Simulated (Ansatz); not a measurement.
Consider BeTe in the zinc blende structure (space group F-43m, No. 216; a = 5.6569 Å). Axes: x, y, z lie along the cube axes.

Modification: biaxial strain +2.12 %, plane normal [111], relaxed out of plane (Cartesian); in-plane vectors clamped, the third vector and the atoms free.

Levels (all Ansatz, a first-principles code, PAW): r2SCAN (500 eV, no spin-orbit coupling); HSE06 (420 eV, no spin-orbit coupling).

The geometry is relaxed with r2SCAN.

| Property | Value |
|---|---|
| r2SCAN lowest conduction level above the VBM at special points | F 2.30 eV; T 3.06 eV; S₀ 3.12 eV; Γ 3.80 eV |

Q: Predict the lowest conduction level above the VBM at special points from HSE06.

A: The lowest conduction level above the VBM at special points becomes F 2.63 eV; T 3.41 eV; S₀ 3.48 eV; Γ 4.14 eV (r2SCAN: F 2.30 eV; T 3.06 eV; S₀ 3.12 eV; Γ 3.80 eV).

Single points use the geometry relaxed with r2SCAN. HSE06 gaps are upper bounds (no full band path). The levels and masses belong to the bands next to the band gap. Whether these cells are dynamically stable was not tested. Labels are those of the standard path for the cell's own space group.
